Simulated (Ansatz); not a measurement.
The parent structure is BeS in the zinc blende structure (space group F-43m, No. 216; a = 4.8380 Å). Axes: x, y, z lie along the cube axes.

One thing is altered: the cell is compressed by 4.29 % along x with no lateral relaxation, atoms relaxed at fixed cell.

Levels (all Ansatz, an electronic-structure program, PAW): PBEsol (420 eV, no spin-orbit coupling); HSE06+SOC (420 eV, spin-orbit coupling included).

The geometry is relaxed with PBEsol.

- PBEsol valence-band top at Γ = 0.00, -0.22, -0.22 eV
- PBEsol band gap = 2.42 eV

With HSE06+SOC at the same geometry, the valence-band top at Γ (three highest Kramers pairs, from the VBM) goes from 0.00, -0.22, -0.22 eV to 0.00, -0.21, -0.29 eV; the band gap rises by 1.11 eV (2.42 eV → 3.53 eV).

Single points use the geometry relaxed with PBEsol. HSE06 was sampled on its mesh, a few special points and the semilocal edge points, so its gap is an upper bound. Differences between runs with and without spin-orbit coupling are approximate. The cells carry an imposed strain or load. Stability against distortions was not tested.
